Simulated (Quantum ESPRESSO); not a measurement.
Quantum ESPRESSO run on ScCd₃ (P6_3/mmc, 8 atoms in the cell): self-consistent single point.

Computed with LDA (PZ), GBRV 1.5 ultrasoft (LDA) pseudopotentials (plane waves; Quantum ESPRESSO).

```xyz
8
Lattice="6.2951 0.0000 0.0000 -3.1475 5.4517 0.0000 0.0000 0.0000 4.8024" Properties=species:S:1:pos:R:3 pbc="T T T"
Sc     0.0000     3.6345     1.2006
Sc     3.1475     1.8172     3.6018
Cd     3.1475     3.6428     1.2006
Cd     0.0000     1.8089     3.6018
Cd    -1.5810     4.5473     3.6018
Cd     4.7285     0.9044     1.2006
Cd     1.5665     0.9044     1.2006
Cd     1.5810     4.5473     3.6018
```

Reference input (self-consistent single point, DFT, PBEsol, plane waves, GBRV 1.5 ultrasoft (PBESOL) pseudopotentials): ecutwfc = 50 Ry; ecutrho = 400 Ry; occupations = smearing; smearing = fd; degauss = 0.0099958 Ry; potentials = {Sc: sc_pbesol_v1.uspp.F.UPF, Cd: cd_pbesol_v1.uspp.F.UPF}; K_POINTS = automatic 4 4 5 0 0 0; conv_thr = 1e-10 Ry; mixing_beta = 0.5. This run's input differs from it in these lines:

```diff
@@ -24,4 +24,4 @@
 ATOMIC_SPECIES
-Sc    44.9559  sc_pbesol_v1.uspp.F.UPF
-Cd   112.4140  cd_pbesol_v1.uspp.F.UPF
+Sc    44.9559  sc_lda_v1.uspp.F.UPF
+Cd   112.4140  cd_lda_v1.uspp.F.UPF
 ATOMIC_POSITIONS {crystal}
```

The program printed (abridged):

```
     Self-consistent Calculation

     iteration #  1     ecut=    50.00 Ry     beta= 0.50

---- Real-time Memory Report at c_bands before calling an iterative solver
           531 MiB given to the printing process from OS
           165 MiB allocation reported by mallinfo(arena+hblkhd)
------------------

     negative rho (up, down):  1.184E-01 0.000E+00

     total energy              =    -875.58156732 Ry
     estimated scf accuracy    <       1.05675934 Ry

     iteration #  2     ecut=    50.00 Ry     beta= 0.50

---- Real-time Memory Report at c_bands before calling an iterative solver
   [... lines left out ...]
           646 MiB given to the printing process from OS
           229 MiB allocation reported by mallinfo(arena+hblkhd)
------------------

     negative rho (up, down):  1.230E-01 0.000E+00

     total energy              =    -875.91511072 Ry
     estimated scf accuracy    <          9.7E-09 Ry

     iteration # 12     ecut=    50.00 Ry     beta= 0.50

---- Real-time Memory Report at c_bands before calling an iterative solver
           646 MiB given to the printing process from OS
           229 MiB allocation reported by mallinfo(arena+hblkhd)
------------------

     negative rho (up, down):  1.230E-01 0.000E+00
     End of self-consistent calculation

     the Fermi energy is    11.7624 ev

!    total energy              =    -875.91511072 Ry
     estimated scf accuracy    <          3.7E-11 Ry
     smearing contrib. (-TS)   =      -0.02241056 Ry
     internal energy E=F+TS    =    -875.89270016 Ry

     convergence has been achieved in  12 iterations

     negative rho (up, down):  1.230E-01 0.000E+00

     Forces acting on atoms (cartesian axes, Ry/au):

     atom    1 type  1   force =    -0.00000000   -0.00000000   -0.00000000
     atom    2 type  1   force =    -0.00000000   -0.00000000    0.00000000
     atom    3 type  2   force =     0.00000000   -0.00150742    0.00000000
     atom    4 type  2   force =     0.00000000    0.00150742    0.00000000
     atom    5 type  2   force =     0.00130546   -0.00075371    0.00000000
   [... lines left out ...]
     Total force =     0.003692     Total SCF correction =     0.000003
   [... lines left out ...]

     negative rho (up, down):  1.230E-01 0.000E+00
          total   stress  (Ry/bohr**3)                   (kbar)     P=      -42.13
  -0.00029293   0.00000000   0.00000000          -43.09        0.00        0.00
   0.00000000  -0.00029293   0.00000000            0.00      -43.09        0.00
  -0.00000000   0.00000000  -0.00027323           -0.00        0.00      -40.19

   JOB DONE.
```

The run converged in 12 iterations. Against the reference run the pressure goes from -0.99 to -4.21 GPa and the largest force hardly changes (0.035 to 0.039 eV/Å).

The starting cell comes from a database of computed structures (which also holds hypothetical and non-ambient phases and stackings), without a prior relaxation at this level. Its lattice was rescaled by a random factor within 2.5 % of one. With a pressure of about -4 GPa the cell is away from its equilibrium volume at this level.

Cost on one core of a shared machine: roughly 5 min.
